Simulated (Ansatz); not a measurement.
# WSe2: response to strain

The parent structure is WSe2 (space group P6_3/mmc, No. 194; a = 3.2305 Å, c = 12.4111 Å; layered, stacked along the Cartesian z axis). Axes: x lies along a and z along c of the hexagonal cell.

Strains are applied to the cell and any free atomic positions relax.

Calculations: PBEsol-D3(BJ) in Ansatz (plane waves to 420 eV, PAW, no SOC).

Notes on the quantities. energy relative to the base: free energy F.

```json
[
 {"variant": "base", "smallest direct gap": "1.65 eV", "largest internal atomic displacement": "–", "hole mass": "1.5 mₑ along c, 0.60 mₑ across (at Γ)", "band gap": "0.67 eV", "energy relative to the base": "0 meV/atom"},
 {"variant": "uniaxial strain ε_zz = −3.00 %", "smallest direct gap": "1.49 eV", "largest internal atomic displacement": "0.040 Å", "hole mass": "(withheld)", "band gap": "0.50 eV", "energy relative to the base": "+6.6 meV/atom"},
 {"variant": "uniaxial strain ε_zz = −2.40 %", "smallest direct gap": "1.52 eV", "largest internal atomic displacement": "0.033 Å", "hole mass": "2.4 mₑ along z, 0.47 mₑ across (at Γ)", "band gap": "0.54 eV", "energy relative to the base": "(withheld)"},
 {"variant": "uniaxial strain ε_zz = −1.80 %", "smallest direct gap": "1.55 eV", "largest internal atomic displacement": "0.025 Å", "hole mass": "2.1 mₑ along z, 0.50 mₑ across (at Γ)", "band gap": "0.57 eV", "energy relative to the base": "(withheld)"},
 {"variant": "uniaxial strain ε_zz = −1.20 %", "smallest direct gap": "1.59 eV", "largest internal atomic displacement": "0.017 Å", "hole mass": "1.9 mₑ along z, 0.53 mₑ across (at Γ)", "band gap": "0.60 eV", "energy relative to the base": "+0.9 meV/atom"},
 {"variant": "uniaxial strain ε_zz = −0.60 %", "smallest direct gap": "1.62 eV", "largest internal atomic displacement": "–", "hole mass": "1.7 mₑ along z, 0.56 mₑ across (at Γ)", "band gap": "0.64 eV", "energy relative to the base": "+0.2 meV/atom"}
]
```

Complete the table.


- uniaxial strain ε_zz = −3.00 %, hole mass: 2.7 mₑ along z, 0.44 mₑ across (at Γ)
- uniaxial strain ε_zz = −2.40 %, energy relative to the base: +4.1 meV/atom
- uniaxial strain ε_zz = −1.80 %, energy relative to the base: +2.2 meV/atom

Spin-orbit coupling, missing from the scalar runs, can matter with W. Masses are band curvatures over ±0.01 Å⁻¹ around the edge. No phonon test of stability was made.

Ansatz is a quantum-chemistry and plane-wave program.
